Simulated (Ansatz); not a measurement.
Consider Ga vacancy in zinc-blende GaP, charge state -3. The step: one Ga atom jumps into the vacancy from a nearby Ga site; the atom moves 3.75 Å along (0.00, 0.48, -0.48) of the unit cell; the moving atom starts with neighbours P at 2.34, P at 2.40, 2 P at 2.42 Å and ends with P at 2.34, 2 P at 2.41, P at 2.42 Å. A PBE band in Ansatz (plane-wave PAW, one k-point at (0.250, 0.250, 0.250), 64 host sites, 37 SCF runs with any check of the saddle's order, static, no finite-size correction) gives a forward barrier of 1.94 eV. The saddle point's order was not checked. The charge state is imposed; whether it is stable for some Fermi level was not computed. Forms of the defect that were not tried may lie lower.

Single points at the band's start and saddle point can refine it. Rough cost of one point, in units of the band's mean SCF on the same machine:

```json
[
 {"Level": "PBE, a 2×2×2 k-point mesh shifted by half a step", "Cost of one point": "about 4"},
 {"Level": "r2SCAN at 500 eV, one k-point at (0.250, 0.250, 0.250)", "Cost of one point": "about 3"}
]
```

### Question
Which of these move the barrier by more than 0.1 eV, and how far does each move it?

### Answer
PBE, a 2×2×2 k-point mesh shifted by half a step: -0.02 eV; r2SCAN at 500 eV, one k-point at (0.250, 0.250, 0.250): +0.20 eV. Each functional is compared with PBE at the same k-points.

Ansatz is a first-principles code.
